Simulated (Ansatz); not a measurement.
Terminations of the (111)B surface of zinc-blende GaAs (As plane on top), measured from the surface '2x2 with 3 H on 4 top atoms'. Atoms come from or go to: As: rhombohedral As, Ga: alpha gallium, H: ½ H2(g), In: tetragonal indium. ΔE is the energy of forming the row's surface from that one (negative: more stable at these reservoirs); the vacuum level's shift is aligned on the shared bottom. No zero-point or thermal terms. These are constructed structures in small cells; real faces may alloy, dewet or reconstruct in larger ones, and not all known structures of the face are among them. Slabs of about 14 Å, Fermi-Dirac smearing of 0.025 eV. Bottom of the slabs: H caps. Relaxed from the named starts with such symmetry as they have, on meshes of like density; energies extrapolated to zero smearing; spin only where a row says so; no spin-orbit coupling, no U. Brackets mark spin-polarised runs, whose order is one that fits the cell. Where a second, spin-polarised start was run, the lower counts. A dash marks a value that is undefined for that row (no clear gap, or no work function of a gapped slab) or was not read reliably on its mesh.

Level of theory: PBE (plane waves to 420 eV, PAW; Ansatz, a first-principles code).

| surface | atoms added per 1x1 | ΔE per 1x1 (eV) | slab gap (eV) | shift of the vacuum level (eV) | work function (eV) |
|---|---|---|---|---|---|
| 2x2 As adatom at T1 [spin, 0.5 μB a cell] | +0.25 As, -0.75 H | ? | – | 0.56 | 5.20 |
| 2x2 In adatom at T4 | -0.75 H, +0.25 In | 0.32 | – | -0.01 | – |
| 2x2 As vacancy [spin start, no net moment] | -0.25 As, -0.75 H | 0.52 | 0.29 | 0.99 | – |
| 2x2 As adatom at H3 | +0.25 As, -0.75 H | 0.41 | – | 0.15 | – |
| 2x2 Ga adatom at T4 | +0.25 Ga, -0.75 H | ? | – | 0.24 | – |

Complete the blanks.


- 2x2 As adatom at T1 [spin, 0.5 μB a cell], ΔE per 1x1 (eV): 0.79
- 2x2 Ga adatom at T4, ΔE per 1x1 (eV): 0.33
